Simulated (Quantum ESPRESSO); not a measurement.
Input and output of a self-consistent single point for ScIn3 (Pm-3m, 4 atoms in the cell) (Quantum ESPRESSO).

Method: PBEsol, PseudoDojo standard norm-conserving (PBESOL) pseudopotentials (plane waves; Quantum ESPRESSO).

The change in words: lattice scaled by 0.98. Reference geometry:
```xyz
4
Lattice="4.4957 0.0000 0.0000 0.0000 4.4957 0.0000 0.0000 0.0000 4.4957" Properties=species:S:1:pos:R:3 pbc="T T T"
Sc     0.0000     0.0000     0.0000
In     0.0000     2.2478     2.2478
In     2.2478     0.0000     2.2478
In     2.2478     2.2478     0.0000
```

Reference input (self-consistent single point, DFT, PBEsol, plane waves, PseudoDojo standard norm-conserving (PBESOL) pseudopotentials): ecutwfc = 80 Ry; occupations = smearing; smearing = fd; degauss = 0.0073499 Ry; potentials = {Sc: Sc.upf, In: In.upf}; K_POINTS = automatic 6 6 6 0 0 0; conv_thr = 1e-11 Ry; mixing_beta = 0.7. This run's input differs from it in these lines:

```diff
@@ -25,5 +25,5 @@
 CELL_PARAMETERS {angstrom}
-   4.4956900000     0.0000000000     0.0000000000
-   0.0000000000     4.4956900000     0.0000000000
-   0.0000000000     0.0000000000     4.4956900000
+   4.4057760000     0.0000000000     0.0000000000
+   0.0000000000     4.4057760000     0.0000000000
+   0.0000000000     0.0000000000     4.4057760000
 ATOMIC_POSITIONS {alat}
```

Output (repeated stretches shortened):

```
     Self-consistent Calculation

     iteration #  1     ecut=    80.00 Ry     beta= 0.70

---- Real-time Memory Report at c_bands before calling an iterative solver
           140 MiB given to the printing process from OS
           102 MiB allocation reported by mallinfo(arena+hblkhd)
------------------

     Threshold (ethr) on eigenvalues was too large:
     Diagonalizing with lowered threshold

---- Real-time Memory Report at c_bands before calling an iterative solver
           150 MiB given to the printing process from OS
           107 MiB allocation reported by mallinfo(arena+hblkhd)
------------------

   [... lines left out ...]

---- Real-time Memory Report at c_bands before calling an iterative solver
           163 MiB given to the printing process from OS
           131 MiB allocation reported by mallinfo(arena+hblkhd)
------------------

     total energy              =    -494.55025057 Ry
     estimated scf accuracy    <          1.3E-10 Ry

     iteration # 10     ecut=    80.00 Ry     beta= 0.70

---- Real-time Memory Report at c_bands before calling an iterative solver
           165 MiB given to the printing process from OS
           133 MiB allocation reported by mallinfo(arena+hblkhd)
------------------
     End of self-consistent calculation

     the Fermi energy is    13.0326 ev

!    total energy              =    -494.55025057 Ry
     estimated scf accuracy    <          1.4E-12 Ry
     smearing contrib. (-TS)   =      -0.00358249 Ry
     internal energy E=F+TS    =    -494.54666808 Ry

     convergence has been achieved in  10 iterations

     Forces acting on atoms (cartesian axes, Ry/au):

     atom    1 type  1   force =     0.00000000    0.00000000    0.00000000
   [... zero for the other atoms too ...]

     Total force =     0.000000     Total SCF correction =     0.000000

          total   stress  (Ry/bohr**3)                   (kbar)     P=       24.70
   0.00016788   0.00000000   0.00000000           24.70        0.00        0.00
   0.00000000   0.00016788   0.00000000            0.00       24.70        0.00
   0.00000000   0.00000000   0.00016788            0.00        0.00       24.70

   JOB DONE.
```

The run converged in 10 iterations. Against the reference run the free energy goes up by 2.7 meV/atom and the pressure goes from -1.63 to 2.47 GPa.

The starting cell comes from a database of computed structures (which also holds hypothetical and non-ambient phases and stackings), without a prior relaxation at this level. For this run, on top of that: lattice scaled by 0.98.

Cost on one core of a shared machine: roughly 60 s.
